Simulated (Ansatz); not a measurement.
## Convergence study of the k-point mesh for the (110) slab of Ag (cut from a parent of space group no. 229; 4 atoms in the cell)

```
Ag
1.0
    2.88202     0.00000     0.00000
   -3.84269     2.71719     0.00000
    0.00000     0.00000    21.05948
Ag
4
Direct
  0.00000   0.00000   0.33239
  0.00000   0.50000   0.44413
  0.00000   0.00000   0.55587
  0.00000   0.50000   0.66761
```

Method: LDA (PW92), default PAW files made with PBE (plane waves; Ansatz, a first-principles code).

Base settings: basis.ecutwfc = 420 eV; kpoints.mp_grid.grid = 15 15 1; hamiltonian.xc = lda; hamiltonian.pseudopotentials = {kind: paw} (the program's default PAW files); scf.occupations.method = fermi_dirac; scf.occupations.width = 0.1 eV.

Only quantities that move along the ladder and can be compared are tabulated.

The count of work is k-points × plane waves × bands × iterations; it is no time. Core times come from one kind of shared machine, to one figure; runs under 30 s give none.

The starting cell comes from a database of computed structures (which also holds hypothetical and non-ambient phases and stackings), without a prior relaxation at this level. The slab is cut from that crystal, and its faces are unrelaxed. Its lattice was rescaled by up to half a per cent.

Steps (kpoints.mp_grid.grid): 4 4 1; 5 5 1; 6 6 1; 7 7 1; 8 8 1; 9 9 1; 10 10 1; 12 12 1; 14 14 1; 15 15 1; 16 16 1; 19 19 1; 23 23 1; 27 27 1; 31 31 1; 37 37 1; 43 43 1; 50 50 1.

What is the coarsest kpoints.mp_grid.grid that holds the forces within 0.02 eV/Å of the last step, with all finer ones?

10 10 1, at 0.048 of the last step's count of work; the step before is off by 0.024 eV/Å.

What is the coarsest kpoints.mp_grid.grid that holds the free energy within 0.5 meV/atom of the last step, with all finer ones?

14 14 1, at 0.088 of the last step's count of work; the step before is off by 1.6 meV/atom.

| kpoints.mp_grid.grid | free energy less the last step's (meV/atom) | largest difference of a force vector from the last step's (eV/Å) | count of work / last | core time / last (rough) |
|---|---|---|---|---|
| 4 4 1 | 76.22 | 0.134 | 0.012 | – |
| 5 5 1 | -7.40 | 0.076 | 0.016 | – |
| 6 6 1 | 20.62 | 0.086 | 0.023 | – |
| 7 7 1 | -10.61 | 0.059 | 0.025 | – |
| 8 8 1 | 11.65 | 0.052 | 0.037 | – |
| 9 9 1 | -7.33 | 0.024 | 0.038 | – |
| 10 10 1 | 6.18 | 0.015 | 0.048 | – |
| 12 12 1 | 1.57 | 0.014 | 0.066 | – |
| 14 14 1 | 0.34 | 0.005 | 0.088 | – |
| 15 15 1 | 0.12 | 0.004 | 0.098 | – |
| 16 16 1 | 0.36 | 0.003 | 0.11 | – |
| 19 19 1 | -0.12 | 0.004 | 0.15 | 0.2 |
| 23 23 1 | -0.22 | 0.001 | 0.22 | 0.2 |
| 27 27 1 | -0.22 | 0.001 | 0.30 | 0.3 |
| 31 31 1 | -0.14 | 0.000 | 0.39 | 0.3 |
| 37 37 1 | -0.07 | 0.000 | 0.55 | 0.5 |
| 43 43 1 | -0.03 | 0.000 | 0.74 | 0.7 |
| 50 50 1 | 0.00 | 0.000 | 1.0 | 1 |

Keys are those of Ansatz 0.2.
